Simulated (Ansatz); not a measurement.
Data:

```xyz
5
Lattice="5.7664 0.0000 0.0000 0.0000 5.7664 0.0000 0.0000 0.0000 5.8990" Properties=species:S:1:pos:R:3 pbc="T T T"
Cs     0.0000     0.0000     0.0000
Pb     2.8832     2.8832     2.9495
Br     2.8832     0.0000     2.9495
Br     0.0000     2.8832     2.9495
Br     2.8832     2.8832     0.0000
```

No spin polarisation.

The values are results of PBEsol/PAW in Ansatz (a quantum-chemistry and plane-wave program), scalar-relativistic without spin-orbit coupling, not measurements. Settings: 6×6×6 k-points, 0.05 eV Fermi–Dirac smearing.

Task: Predict the in-plane stress and gap character.

Result: The mean in-plane stress (compression positive) is +1.1 GPa. The gap character is direct at A.

Spin-orbit coupling, missing from the scalar runs, can matter with Pb. The cells carry an imposed strain or load. Stability against distortions was not tested. The cell was made from CsPbBr₃ in the cubic perovskite structure (space group Pm-3m, No. 221) by this change: biaxial strain −1.80 %, plane normal [001], relaxed out of plane. Many cubic perovskites are stable only at high temperature; tilts and polar distortions were not tested. This is not the structure that CsPbBr3 has at room temperature and ambient pressure.
